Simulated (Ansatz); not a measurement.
## tetragonal MoSi2 (1 1 0) on Si0.875Ge0.125, ordered (0 0 1), B on 3 of 6 substrate sites at each interface (film strained to the substrate, started from cuts of the bulks and a machine-learned relaxation; slabs Ge6Si54B6 and Mo20Si40, which can lie off the formulas)

A periodic stack without vacuum, tetragonal MoSi2 (1 1 0) on Si0.875Ge0.125, ordered (0 0 1), B on 3 of 6 substrate sites at each interface (film strained to the substrate, started from cuts of the bulks and a machine-learned relaxation; slabs Ge6Si54B6 and Mo20Si40, which can lie off the formulas): substrate slab Ge6Si54B6, film Mo20Si40, surface cells [[-1, 2], [-1, -1]] and [[1, 3], [-2, -1]], film strained by -1.2 and +2.6 %, outermost planes Si/Si and MoSi/MoSi as cut, which need not be the usual terminations and can put a slab off its formula.

The start was prepared with a machine-learned potential, and the result is one local minimum, with the in-plane cell held and forces under 0.04 eV/Å; the film can end far from its bulk form.

Calculation: PBE (plane waves to 420 eV, PAW; Ansatz, an electronic-structure program). No spin–orbit coupling; the runs are not spin-polarised; PBE gaps are too small against experiment. Its k-point mesh 2×4×1, Fermi–Dirac width 0.05 eV.

| Item | Result |
|---|---|
| interface area | 90.8 Å² |
| period | 23.12 Å |
| heights between the nearest atoms of the two slabs at the two interfaces | 1.19 and 1.11 Å |
| Mo–Si contacts across the interfaces within 1.22 times the sum of covalent radii | 16, mean 2.75 Å |
| B–Si contacts across the interfaces within 1.22 times the sum of covalent radii | 10, mean 2.06 Å |
| B–Mo contacts across the interfaces within 1.22 times the sum of covalent radii | 9, mean 2.57 Å |
| Si–Si contacts across the interfaces within 1.22 times the sum of covalent radii | 9, mean 2.41 Å |

```xyz
126
Lattice="12.2987 -0.0005 0.1074 -2.4598 7.3795 0.0183 0.6163 -0.0671 23.1239" Properties=species:S:1:pos:R:3 pbc="T T T"
Ge     2.6813     5.4427     4.4692
Ge     7.5093     2.9798     4.5202
Ge    12.5579     0.3417     4.8715
Si     3.9706     1.6855     4.7632
Si     6.2728     6.5361     4.7982
Si    11.3184     4.0107     4.6979
B      3.0771     2.5690     0.5592
B      8.9984     0.4335     0.6103
B     10.3446     7.0030     0.9197
Si     2.1212     6.3140     1.0762
Si     7.4972     3.9938     1.1326
Si    12.1044     1.7095     1.3561
Si     5.0774     4.3947     1.6936
Si     9.9416     1.3612     2.1579
Si    -0.1495     6.6527     1.8947
Si     1.7255     2.7378     2.0706
Si     6.2636     0.6900     1.6976
Si     9.1003     5.6210     1.9853
Si     5.5201     2.4366     3.1206
Si     8.1842     7.0726     3.6120
Si     0.7739     4.7074     3.0999
Si     2.1700     0.9843     3.4995
Si     4.6210     6.2296     3.1196
Si     9.5172     3.5144     3.1915
Ge     2.6718     5.3846    10.2215
Ge     7.5703     2.7329    10.0282
Ge    12.4801     0.4714    10.2679
Si     3.8241     1.5906    10.1845
Si     6.2772     6.6419    10.1986
Si    11.2038     3.9915    10.2318
Si     3.2647     3.5741     5.9980
Si     8.1535     1.0947     5.9851
Si    10.6966     5.8055     6.1712
Si     2.0609     7.1685     6.0504
Si     6.9055     4.7097     6.1326
Si    11.9280     2.2533     6.1493
Si     5.0599     4.1152     7.4707
Si    10.0199     1.6329     7.3710
Si     0.2138     6.4935     7.4268
Si     1.4619     2.8968     7.4048
Si     6.3287     0.4308     7.3585
Si     8.7806     5.3180     7.4946
Si     5.6175     2.1904     8.7496
Si     8.1436     7.2188     8.8378
Si     0.8052     4.6705     8.8381
Si     2.0606     1.0021     8.7272
Si     4.4994     6.0352     8.7788
Si     9.4500     3.4294     8.7488
Si     3.2906     3.4564    11.5332
Si     8.1351     1.0814    11.7004
Si    10.5485     5.8300    11.5267
Si     1.9779     7.2107    11.6835
Si     6.9105     4.6384    11.2123
Si    11.8383     2.2960    11.8056
Si     5.3016     3.8200    12.7177
Si    10.1075     1.2928    13.2342
Si     0.0355     6.3389    12.8707
Si     1.4196     3.2601    12.9997
Si     6.2690     0.4134    13.1417
Si     8.5718     5.3072    12.7011
B      6.3692     2.4814    13.9436
B      7.4795     6.6228    13.7460
B      0.7370     5.0769    14.2289
Si     1.8909     1.1344    13.7881
Si     5.4786     5.9981    13.5530
Si     8.4736     3.1347    13.6904
Mo     2.2652     3.9255    15.5694
Mo     6.6466     5.4349    15.7683
Mo    -1.2884     6.8113    15.5374
Mo     5.7504     0.9815    15.6422
Mo    10.0028     2.3944    15.6563
Mo    -0.0259     3.1482    17.7413
Mo     4.4258     4.6516    17.9150
Mo     8.8452     6.1150    17.9253
Mo     3.4571     0.2119    17.7771
Mo     7.8418     1.7107    17.9712
Mo    10.0384     2.4144    20.1516
Mo     2.1914     3.8932    20.0568
Mo     6.5854     5.3894    20.2453
Mo    -1.2346     6.8234    20.0159
Mo     5.6227     0.9631    20.1836
Mo     7.8230     1.6775    22.5300
Mo    -0.0287     3.0901    22.1424
Mo     4.3528     4.6240    22.5050
Mo     8.9293     6.0928    22.4622
Mo     3.3084     0.1168    22.3687
Si     3.3064     1.5359    15.5605
Si     7.3928     2.9785    15.8129
Si    -0.6231     4.2769    15.4753
Si     4.0305     5.8527    15.6294
Si    10.9198    -0.0659    15.4809
Si     4.8389     3.5016    15.4752
Si     9.2547     4.9334    15.6197
Si     1.5930     6.4503    15.5213
Si     8.2818     0.5007    15.7811
Si     0.2560     1.8920    15.4904
Si     0.8216     0.6744    17.7091
Si     5.2423     2.2057    17.8780
Si     9.6485     3.6619    17.9061
Si     1.7969     5.1203    17.7633
Si     6.2199     6.6055    17.9543
Si     2.6151     2.6782    17.7833
Si     7.0214     4.1908    17.9912
Si    -0.8230     5.6222    17.7310
Si     6.0757    -0.2526    17.9018
Si    10.4554     1.1863    17.8858
Si    10.8801    -0.0809    20.1753
Si     3.0254     1.3992    20.0839
Si     7.4487     2.9041    20.2192
Si    -0.4366     4.3712    19.9762
Si     3.9698     5.8341    20.1573
Si     0.3774     1.9241    19.9662
Si     4.7655     3.4046    20.2261
Si     9.2247     4.8844    20.2218
Si     1.3733     6.3548    20.1457
Si     8.2761     0.4736    20.2678
Si     6.1286     6.4979    22.6169
Si     0.7840     0.6595    22.1713
Si     5.2780     2.1091    22.5725
Si     9.8059     3.6304    22.4561
Si     1.6151     4.9942    22.3703
Si    10.6230     1.2509    22.3209
Si     2.3946     2.6067    22.2307
Si     6.8309     4.0698    22.3509
Si    -0.8438     5.5380    22.2516
Si     6.1755    -0.2529    22.2882
```
